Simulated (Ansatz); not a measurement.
For SiC (model structure, started from the GeS type, Pnma, No. 62, 8 atoms in the cell), LDA in Ansatz (plane waves, PAW) gives:

```
Item                   Result
---------------  ------------
cohesive energy  7.18 eV/atom
band gap              2.55 eV
```

Task: What does r²SCAN+rVV10 (Ansatz, a program for electronic structure, PAW) give for the same quantities?

Result: 
- cohesive energy: 6.37 eV/atom (decreases by 0.81 eV/atom)
- band gap: 3.02 eV (grows by 0.47 eV)

Changes are worked out from the printed values.

Unless a cell is named, each level is at its own relaxed cell (LDA 11.54, r²SCAN+rVV10 11.65 Å³/atom).

Density-functional gaps are differences of (generalised) Kohn–Sham levels.

Ansatz's density-functional and Hartree–Fock values are scalar-relativistic unless marked +SOC, with PAW data made under PBE.

A model structure was made by putting elements into a prototype or built by hand; it is no filed structure, need not be a known phase, and can be a saddle point held by its symmetry.
